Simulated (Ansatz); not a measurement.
# Si well of 12 atomic layers along [001] in random Si0.5Ge0.5, interfaces graded over 4 layers

Prepared with Tersoff's 1989 multicomponent potential (SiCGe.tersoff) (LAMMPS): minimisation. Geometry as solved with Ansatz (a first-principles code) with PBE, support functions at accuracy medium on the grid of 370 eV.

```xyz
648
Lattice="16.85 0.00 0.00 0.00 16.85 0.00 0.00 0.00 49.80" Properties=species:S:1:pos:R:3 pbc="T T T"
Si     0.03     0.04     0.03
Si     1.39     1.43     1.42
Si     2.75     2.80     0.01
Ge     4.19     4.21     1.36
Ge     2.79     0.02     2.84
Si     4.21     1.39     4.28
Si     0.01     2.75     2.84
Ge     1.37     4.20     4.25
Si     0.02     0.03     5.66
Si     1.37     1.40     7.06
Ge     2.82     2.80     5.71
Si     4.24     4.25     7.09
Ge     2.77    -0.01     8.46
Ge     4.23     1.46     9.85
Si     0.04     2.80     8.43
Ge     1.45     4.20     9.85
Si     0.04    -0.03    11.25
Ge     1.40     1.44    12.64
Si     2.85     2.84    11.30
Si     4.20     4.21    12.70
Ge     2.82     0.02    14.08
Si     4.27     1.43    15.44
Si     0.02     2.84    14.07
Si     1.39     4.26    15.40
Si    -0.01    -0.01    16.87
Si     1.39     1.39    18.19
Ge     2.80     2.83    16.80
Si     4.21     4.26    18.17
Si     2.80    -0.02    19.52
Si     4.18     1.38    20.89
Si    -0.01     2.81    19.52
Si     1.40     4.21    20.86
Si     0.00     0.00    22.22
Si     1.40     1.41    23.56
Si     2.80     2.81    22.21
Si     4.21     4.21    23.56
Si     2.84     0.02    24.88
Si     4.22     1.41    26.25
Si     0.00     2.81    24.90
Si     1.40     4.21    26.26
Si     0.00     0.05    27.61
Si     1.41     1.42    28.96
Si     2.81     2.81    27.60
Si     4.21     4.21    28.95
Si     2.80    -0.01    30.31
Si     4.18     1.40    31.66
Si     0.00     2.81    30.30
Si     1.41     4.20    31.65
Si     0.01     0.03    33.01
Si     1.37     1.43    34.38
Si     2.78     2.80    33.01
Si     4.12     4.19    34.41
Ge     2.75    -0.04    35.74
Ge     4.19     1.33    37.21
Si    -0.01     2.78    35.80
Si     1.35     4.20    37.16
Ge    -0.04    -0.01    38.57
Si     1.34     1.40    39.97
Ge     2.75     2.81    38.58
Ge     4.23     4.26    39.95
Ge     2.76    -0.04    41.33
Ge     4.16     1.40    42.78
Si    -0.05     2.76    41.34
Ge     1.38     4.14    42.76
Si    -0.01    -0.01    44.15
Si     1.40     1.35    45.54
Si     2.77     2.76    44.20
Ge     4.22     4.19    45.54
Si     2.80     0.01    46.91
Ge     4.15     1.42    48.36
Ge     0.05     2.76    47.00
Si     1.43     4.17    48.41
Ge     0.03     5.55     0.01
Ge     1.36     7.04     1.46
Ge     2.80     8.44     0.02
Ge     4.21     9.83     1.48
Ge     2.83     5.64     2.86
Si     4.24     6.99     4.30
Si    -0.05     8.41     2.88
Ge     1.40     9.82     4.22
Si     0.00     5.65     5.65
Ge     1.41     7.01     7.09
Ge     2.86     8.43     5.67
Si     4.21     9.86     7.09
Si     2.86     5.62     8.47
Si     4.15     7.03     9.90
Si     0.01     8.41     8.50
Si     1.40     9.80     9.87
Ge     0.01     5.67    11.25
Si     1.43     7.05    12.67
Si     2.78     8.43    11.27
Si     4.17     9.81    12.64
Si     2.80     5.63    14.04
Si     4.19     6.99    15.44
Si     0.00     8.38    14.05
Ge     1.42     9.80    15.43
Si     0.00     5.62    16.80
Si     1.41     7.01    18.17
Si     2.83     8.39    16.82
Si     4.22     9.81    18.17
Si     2.80     5.63    19.53
Si     4.21     7.02    20.88
Si     0.03     8.40    19.53
Si     1.41     9.81    20.87
Si     0.00     5.61    22.21
Si     1.40     7.02    23.57
Si     2.81     8.42    22.23
Si     4.22     9.83    23.57
Si     2.81     5.61    24.91
Si     4.22     7.02    26.25
Si     0.00     8.42    24.91
Si     1.40     9.83    26.25
Si     0.00     5.63    27.60
Si     1.42     7.03    28.93
Si     2.82     8.42    27.59
Si     4.21     9.83    28.94
Si     2.80     5.62    30.29
Si     4.18     7.05    31.62
Si     0.03     8.45    30.27
Si     1.39     9.84    31.66
Si     0.02     5.58    33.00
Ge     1.40     7.01    34.39
Si     2.80     8.43    32.98
Ge     4.21     9.84    34.38
Si     2.77     5.56    35.79
Ge     4.22     6.99    37.14
Si    -0.01     8.44    35.76
Ge     1.38     9.86    37.14
Si     0.00     5.56    38.59
Si     1.36     6.98    39.94
Ge     2.79     8.42    38.59
Si     4.19     9.83    39.98
Ge     2.78     5.66    41.39
Si     4.20     7.02    42.82
Ge    -0.02     8.41    41.33
Ge     1.44     9.78    42.81
Ge     0.00     5.66    44.15
Si     1.43     7.04    45.55
Si     2.86     8.40    44.23
Si     4.22     9.85    45.57
Ge     2.78     5.61    46.99
Ge     4.25     7.03    48.39
Ge    -0.01     8.43    46.92
Ge     1.42     9.87    48.34
Ge    -0.02    11.27    -0.01
Ge     1.42    12.65     1.46
Ge     2.81    14.08     0.02
Si     4.19    15.46     1.43
Si     2.80    11.23     2.85
Ge     4.20    12.60     4.28
Ge    -0.02    14.05     2.90
Si     1.38    15.49     4.28
Ge    -0.04    11.24     5.65
Ge     1.37    12.64     7.13
Ge     2.80    14.09     5.69
Si     4.24    15.50     7.04
Si     2.77    11.17     8.46
Ge     4.15    12.62     9.84
Si    -0.02    14.03     8.55
Si     1.39    15.41     9.89
Si     0.01    11.22    11.21
Ge     1.40    12.62    12.65
Si     2.77    14.04    11.24
Ge     4.18    15.41    12.63
Si     2.83    11.20    14.03
Si     4.18    12.57    15.46
Si    -0.02    14.00    14.07
Ge     1.38    15.40    15.48
Si     0.02    11.26    16.79
Si     1.41    12.63    18.18
Si     2.83    13.99    16.84
Si     4.21    15.44    18.17
Si     2.81    11.21    19.52
Si     4.21    12.63    20.86
Si     0.00    14.03    19.53
Si     1.40    15.43    20.88
Si     0.00    11.22    22.21
Si     1.41    12.62    23.55
Si     2.81    14.03    22.21
Si     4.22    15.44    23.56
Si     2.81    11.23    24.91
Si     4.22    12.63    26.26
Si    -0.03    14.01    24.87
Ge     1.40    15.44    26.25
Si     0.00    11.24    27.60
Si     1.41    12.62    28.97
Si     2.82    14.01    27.63
Si     4.21    15.44    28.95
Si     2.81    11.22    30.31
Si     4.20    12.64    31.65
Si     0.02    14.01    30.35
Si     1.40    15.45    31.68
Si     0.01    11.24    33.05
Si     1.41    12.65    34.40
Si     2.80    14.03    33.02
Si     4.19    15.43    34.35
Si     2.81    11.28    35.77
Si     4.18    12.63    37.16
Si     0.02    14.01    35.80
Si     1.36    15.42    37.16
Ge    -0.07    11.26    38.58
Ge     1.37    12.68    40.02
Ge     2.82    14.06    38.56
Si     4.26    15.41    39.99
Ge     2.84    11.25    41.40
Si     4.26    12.65    42.79
Si    -0.04    14.10    41.38
Si     1.34    15.44    42.77
Ge     0.00    11.24    44.21
Si     1.42    12.63    45.59
Ge     2.79    14.04    44.16
Si     4.17    15.46    45.58
Si     2.82    11.24    46.92
Ge     4.19    12.62    48.37
Ge    -0.02    14.04    46.96
Ge     1.40    15.52    48.38
Ge     5.58    -0.03    -0.01
Ge     7.00     1.38     1.43
Ge     8.40     2.83    -0.01
Ge     9.81     4.21     1.49
Ge     8.44     0.00     2.89
Si     9.84     1.44     4.24
Ge     5.58     2.80     2.85
Ge     7.00     4.26     4.26
Si     5.60     0.03     5.66
Si     6.96     1.42     7.06
Ge     8.41     2.79     5.66
Ge     9.84     4.23     7.10
Ge     8.39     0.04     8.48
Si     9.83     1.44     9.85
Si     5.63     2.86     8.42
Si     7.01     4.22     9.83
Ge     5.65     0.00    11.26
Si     6.99     1.43    12.67
Ge     8.39     2.81    11.25
Ge     9.80     4.22    12.72
Ge     8.43     0.00    14.01
Ge     9.85     1.45    15.47
Si     5.62     2.82    14.06
Si     7.00     4.23    15.43
Si     5.60     0.03    16.84
Si     7.04     1.40    18.16
Si     8.39     2.85    16.81
Si     9.81     4.21    18.17
Si     8.43     0.00    19.52
Si     9.83     1.41    20.87
Ge     5.62     2.82    19.54
Si     7.05     4.24    20.91
Si     5.62    -0.01    22.21
Si     7.01     1.40    23.56
Si     8.43     2.81    22.23
Si     9.84     4.21    23.57
Si     8.41     0.00    24.90
Si     9.82     1.40    26.25
Si     5.62     2.81    24.91
Si     7.02     4.22    26.25
Si     5.61    -0.01    27.60
Si     7.01     1.41    28.93
Si     8.42     2.81    27.59
Si     9.82     4.21    28.94
Si     8.44     0.03    30.27
Si     9.84     1.39    31.66
Si     5.59     2.78    30.29
Ge     7.04     4.19    31.65
Si     5.56     0.00    33.01
Ge     7.04     1.36    34.39
Si     8.48     2.78    33.03
Si     9.86     4.19    34.37
Si     8.43    -0.06    35.81
Ge     9.88     1.37    37.15
Ge     5.58     2.80    35.77
Ge     7.02     4.23    37.18
Si     5.63    -0.06    38.59
Ge     7.01     1.37    39.98
Ge     8.47     2.81    38.58
Si     9.87     4.22    39.96
Ge     8.44    -0.08    41.38
Ge     9.86     1.38    42.79
Ge     5.62     2.83    41.41
Si     7.02     4.24    42.80
Ge     5.61    -0.04    44.17
Ge     7.00     1.42    45.61
Ge     8.44     2.85    44.20
Si     9.89     4.22    45.59
Ge     8.45    -0.05    46.97
Ge     9.86     1.43    48.37
Si     5.60     2.83    47.02
Si     6.98     4.21    48.38
Si     5.65     5.59    -0.02
Ge     7.05     6.99     1.42
Si     8.41     8.40     0.00
Ge     9.79     9.79     1.42
Si     8.45     5.64     2.88
Si     9.84     6.97     4.29
Ge     5.63     8.40     2.91
Si     6.99     9.82     4.32
Si     5.58     5.61     5.68
Ge     7.00     6.98     7.08
Ge     8.46     8.43     5.67
Si     9.88     9.82     7.07
Si     8.40     5.60     8.49
Ge     9.80     7.07     9.83
Ge     5.57     8.43     8.51
Si     7.02     9.79     9.89
Ge     5.60     5.61    11.27
Si     7.04     7.01    12.66
Si     8.37     8.42    11.27
Ge     9.78     9.81    12.67
Si     8.39     5.64    14.09
Si     9.81     6.98    15.46
Ge     5.60     8.41    14.04
Si     6.99     9.86    15.43
Si     5.60     5.62    16.80
Si     6.98     7.00    18.19
Ge     8.41     8.43    16.82
Si     9.85     9.85    18.19
Si     8.42     5.63    19.53
Si     9.83     7.03    20.86
Si     5.61     8.42    19.53
Si     7.02     9.82    20.87
Si     5.62     5.63    22.23
Si     7.02     7.03    23.56
Si     8.43     8.43    22.21
Si     9.82     9.83    23.57
Si     8.43     5.62    24.90
Si     9.83     7.02    26.25
Si     5.62     8.43    24.91
Si     7.02     9.83    26.25
Si     5.62     5.62    27.60
Si     7.02     7.03    28.94
Si     8.42     8.42    27.60
Si     9.82     9.82    28.95
Si     8.44     5.64    30.27
Si     9.86     7.00    31.63
Si     5.61     8.43    30.28
Si     7.00     9.85    31.61
Ge     5.56     5.63    33.06
Si     7.00     7.05    34.41
Ge     8.41     8.42    32.99
Ge     9.87     9.86    34.41
Ge     8.46     5.64    35.75
Ge     9.88     7.05    37.23
Si     5.64     8.42    35.77
Ge     7.06     9.82    37.17
Si     5.63     5.64    38.55
Ge     7.02     7.03    39.94
Si     8.45     8.46    38.61
Si     9.81     9.87    39.94
Ge     8.44     5.59    41.37
Ge     9.83     7.04    42.82
Ge     5.57     8.43    41.39
Ge     7.03     9.87    42.78
Si     5.60     5.62    44.12
Ge     6.98     7.05    45.54
Si     8.43     8.47    44.19
Si     9.80     9.85    45.56
Ge     8.41     5.58    46.97
Ge     9.81     7.01    48.42
Si     5.59     8.46    46.95
Ge     7.05     9.80    48.36
Ge     5.62    11.22     0.01
Ge     7.01    12.66     1.45
Ge     8.40    14.05    -0.04
Ge     9.84    15.43     1.41
Ge     8.39    11.20     2.89
Ge     9.87    12.59     4.29
Ge     5.59    14.10     2.87
Si     6.98    15.49     4.30
Si     5.61    11.20     5.71
Si     6.99    12.58     7.06
Ge     8.36    14.01     5.65
Ge     9.80    15.44     7.06
Ge     8.43    11.20     8.48
Si     9.80    12.64     9.88
Ge     5.63    14.06     8.44
Si     7.05    15.42     9.88
Ge     5.60    11.19    11.26
Ge     7.05    12.62    12.66
Si     8.44    14.04    11.24
Si     9.81    15.39    12.63
Si     8.40    11.21    14.08
Ge     9.85    12.62    15.44
Ge     5.58    13.99    14.08
Ge     7.01    15.45    15.49
Si     5.61    11.22    16.81
Si     7.02    12.63    18.17
Si     8.44    14.03    16.85
Si     9.83    15.44    18.19
Si     8.42    11.23    19.52
Si     9.82    12.64    20.88
Si     5.62    14.04    19.51
Si     7.02    15.44    20.86
Si     5.62    11.23    22.21
Si     7.02    12.63    23.56
Si     8.42    14.04    22.22
Si     9.82    15.44    23.56
Si     8.42    11.23    24.91
Si     9.83    12.63    26.26
Si     5.61    14.03    24.91
Si     7.02    15.44    26.25
Si     5.62    11.22    27.60
Si     7.02    12.63    28.94
Si     8.42    14.04    27.60
Si     9.82    15.44    28.94
Si     8.43    11.24    30.28
Si     9.86    12.62    31.62
Si     5.59    14.01    30.27
Ge     7.00    15.46    31.63
Si     5.61    11.24    32.97
Ge     7.03    12.60    34.40
Ge     8.49    14.04    33.03
Si     9.87    15.45    34.45
Si     8.47    11.25    35.81
Si     9.86    12.64    37.15
Ge     5.59    14.06    35.80
Si     7.03    15.46    37.20
Ge     5.60    11.26    38.59
Si     7.02    12.65    40.01
Ge     8.45    14.04    38.57
Si     9.88    15.47    39.93
Si     8.42    11.25    41.32
Ge     9.81    12.66    42.74
Si     5.63    14.02    41.39
Si     7.02    15.38    42.78
Si     5.59    11.24    44.18
Ge     7.04    12.62    45.56
Si     8.42    14.05    44.16
Si     9.83    15.42    45.51
Si     8.44    11.21    46.95
Ge     9.83    12.62    48.35
Ge     5.61    14.08    46.97
Si     7.00    15.45    48.38
Ge    11.30     0.00    -0.01
Ge    12.64     1.47     1.46
Si    14.00     2.81    -0.01
Ge    15.43     4.14     1.44
Ge    14.10     0.03     2.84
Si    15.51     1.40     4.26
Si    11.22     2.83     2.90
Si    12.59     4.22     4.28
Ge    11.21     0.02     5.64
Ge    12.65     1.39     7.11
Ge    14.05     2.81     5.63
Ge    15.47     4.25     7.07
Si    14.07    -0.02     8.47
Ge    15.50     1.38     9.83
Si    11.23     2.80     8.49
Ge    12.65     4.24     9.81
Ge    11.20    -0.01    11.26
Ge    12.63     1.42    12.70
Ge    14.07     2.82    11.25
Ge    15.45     4.24    12.71
Si    14.05     0.01    14.04
Ge    15.45     1.42    15.45
Si    11.27     2.86    14.10
Si    12.64     4.24    15.47
Si    11.23     0.00    16.85
Si    12.64     1.41    18.18
Si    14.01     2.83    16.83
Si    15.44     4.22    18.16
Si    14.03     0.01    19.54
Si    15.44     1.41    20.88
Si    11.22     2.81    19.52
Si    12.63     4.22    20.86
Si    11.23     0.00    22.22
Si    12.63     1.41    23.56
Si    14.03     2.82    22.21
Si    15.44     4.22    23.56
Si    14.04     0.00    24.90
Si    15.44     1.41    26.24
Si    11.23     2.81    24.91
Si    12.64     4.22    26.25
Si    11.21    -0.02    27.57
Ge    12.63     1.41    28.95
Si    14.06     2.83    27.57
Si    15.45     4.21    28.94
Si    14.02    -0.01    30.36
Si    15.45     1.41    31.65
Si    11.20     2.83    30.33
Si    12.64     4.21    31.65
Si    11.21    -0.03    33.03
Ge    12.64     1.40    34.39
Si    14.04     2.80    32.98
Ge    15.44     4.19    34.40
Si    14.03     0.01    35.84
Si    15.42     1.42    37.17
Si    11.23     2.83    35.76
Ge    12.64     4.19    37.21
Si    11.30    -0.02    38.57
Si    12.70     1.35    39.94
Si    14.07     2.77    38.60
Si    15.44     4.19    39.97
Si    14.05    -0.02    41.38
Si    15.47     1.35    42.72
Ge    11.27     2.78    41.30
Ge    12.65     4.23    42.75
Si    11.24    -0.05    44.18
Ge    12.63     1.34    45.62
Ge    14.07     2.74    44.14
Ge    15.46     4.19    45.58
Si    14.06    -0.07    47.00
Ge    15.42     1.37    48.43
Si    11.25     2.83    46.97
Si    12.62     4.15    48.40
Ge    11.25     5.56     0.01
Ge    12.66     7.00     1.43
Ge    14.05     8.44     0.00
Ge    15.44     9.85     1.48
Ge    14.06     5.60     2.91
Si    15.46     7.04     4.30
Ge    11.21     8.39     2.88
Ge    12.66     9.85     4.28
Si    11.25     5.63     5.67
Si    12.63     7.03     7.04
Si    14.04     8.39     5.67
Ge    15.42     9.79     7.11
Si    14.04     5.68     8.43
Si    15.44     7.03     9.81
Si    11.26     8.44     8.42
Si    12.62     9.83     9.81
Ge    11.22     5.63    11.27
Ge    12.68     7.01    12.70
Ge    14.04     8.44    11.21
Ge    15.47     9.85    12.66
Si    14.05     5.62    14.12
Si    15.45     7.02    15.44
Ge    11.23     8.42    14.11
Si    12.66     9.85    15.46
Si    11.22     5.61    16.82
Si    12.63     7.02    18.15
Si    14.03     8.40    16.78
Ge    15.44     9.83    18.17
Si    14.04     5.62    19.50
Si    15.44     7.01    20.86
Si    11.24     8.43    19.52
Si    12.63     9.82    20.88
Si    11.23     5.62    22.21
Si    12.63     7.02    23.56
Si    14.04     8.42    22.21
Si    15.44     9.82    23.56
Si    14.04     5.62    24.90
Si    15.44     7.02    26.25
Si    11.23     8.42    24.91
Si    12.63     9.82    26.25
Si    11.23     5.62    27.60
Si    12.63     7.03    28.94
Si    14.04     8.43    27.60
Si    15.45     9.84    28.94
Si    14.01     5.59    30.26
Ge    15.47     7.00    31.62
Si    11.24     8.43    30.30
Si    12.63     9.87    31.63
Si    11.23     5.59    33.00
Ge    12.62     7.00    34.44
Ge    14.05     8.47    33.03
Si    15.48     9.86    34.42
Si    14.04     5.60    35.81
Ge    15.46     7.01    37.18
Si    11.27     8.46    35.83
Si    12.60     9.85    37.19
Si    11.25     5.61    38.63
Si    12.64     6.98    39.99
Ge    14.00     8.44    38.60
Si    15.40     9.85    40.00
Si    14.07     5.62    41.34
Si    15.42     7.01    42.72
Ge    11.25     8.46    41.34
Si    12.66     9.86    42.73
Si    11.22     5.59    44.18
Ge    12.61     7.00    45.54
Ge    14.05     8.45    44.12
Si    15.41     9.86    45.58
Ge    14.00     5.57    47.01
Ge    15.46     6.99    48.39
Ge    11.19     8.45    46.95
Ge    12.66     9.87    48.35
Ge    11.26    11.25     0.03
Si    12.71    12.63     1.40
Si    14.03    14.01    -0.04
Ge    15.46    15.43     1.36
Si    14.04    11.27     2.84
Si    15.40    12.62     4.24
Ge    11.28    13.99     2.80
Ge    12.66    15.44     4.25
Si    11.26    11.21     5.73
Si    12.64    12.57     7.09
Ge    14.04    13.98     5.69
Ge    15.49    15.44     7.08
Si    14.02    11.23     8.50
Si    15.43    12.61     9.88
Ge    11.23    13.99     8.46
Ge    12.70    15.41     9.88
Ge    11.24    11.24    11.25
Si    12.66    12.64    12.68
Si    14.06    13.97    11.29
Ge    15.46    15.43    12.65
Si    14.03    11.24    14.07
Si    15.46    12.60    15.41
Si    11.23    14.03    13.99
Ge    12.61    15.46    15.40
Si    11.27    11.22    16.84
Si    12.62    12.62    18.21
Ge    14.06    14.01    16.83
Si    15.45    15.46    18.21
Si    14.02    11.24    19.56
Si    15.44    12.64    20.88
Si    11.23    14.04    19.54
Si    12.63    15.45    20.88
Si    11.22    11.23    22.22
Si    12.63    12.63    23.56
Si    14.03    14.04    22.22
Si    15.43    15.45    23.55
Si    14.03    11.22    24.90
Si    15.44    12.62    26.24
Si    11.22    14.03    24.90
Si    12.63    15.44    26.23
Si    11.23    11.22    27.60
Si    12.64    12.63    28.94
Si    14.02    14.02    27.57
Ge    15.44    15.43    28.97
Si    14.05    11.24    30.30
Si    15.44    12.63    31.69
Si    11.24    14.04    30.28
Si    12.62    15.43    31.68
Si    11.27    11.27    33.00
Si    12.62    12.67    34.38
Si    14.02    14.03    33.02
Ge    15.45    15.45    34.42
Ge    14.03    11.27    35.80
Si    15.43    12.70    37.17
Si    11.26    14.05    35.80
Si    12.66    15.43    37.19
Si    11.20    11.23    38.54
Ge    12.67    12.61    39.91
Si    14.06    14.07    38.55
Si    15.40    15.43    39.99
Si    14.04    11.22    41.37
Ge    15.41    12.68    42.76
Ge    11.28    14.09    41.35
Si    12.66    15.48    42.80
Ge    11.26    11.23    44.18
Si    12.70    12.66    45.56
Si    14.02    14.09    44.18
Si    15.43    15.46    45.54
Si    14.07    11.28    46.94
Si    15.40    12.65    48.37
Ge    11.27    14.06    46.94
Si    12.69    15.42    48.39
```
